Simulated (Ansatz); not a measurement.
The parent structure is Te (space group P3_121, No. 152; a = 4.6241 Å, c = 5.9034 Å; made of chains). Axes: x lies along a and z along c of the hexagonal cell.

Calculations: Ansatz (a program for electronic structure) r2SCAN, without spin-orbit coupling.

Strains are applied to the cell and any free atomic positions relax.

One change was made to it. Results:

The band gap rises by 0.02 eV (0.55 eV → 0.57 eV); the pressure (mean of the normal stresses, compression positive) goes from zero to -0.14 GPa.

What was done to the base?
(A) uniaxial strain ε_xx = +4.48 %
(B) uniaxial strain ε_zz = −0.79 %
(C) isotropic strain +2.82 %
(D) uniaxial strain ε_xx = +1.08 %

D, uniaxial strain ε_xx = +1.08 %. For comparison, the pressure in the other runs: uniaxial strain ε_xx = +4.48 % gives -0.49 GPa; uniaxial strain ε_zz = −0.79 % gives 0.24 GPa; isotropic strain +2.82 % gives -1.30 GPa.

With Te present, leaving out spin-orbit coupling can change the band edges. Whether these cells are dynamically stable was not tested. No dispersion term is included, though the crystal is made of layers, chains or molecules, so its spacings can come out too wide.
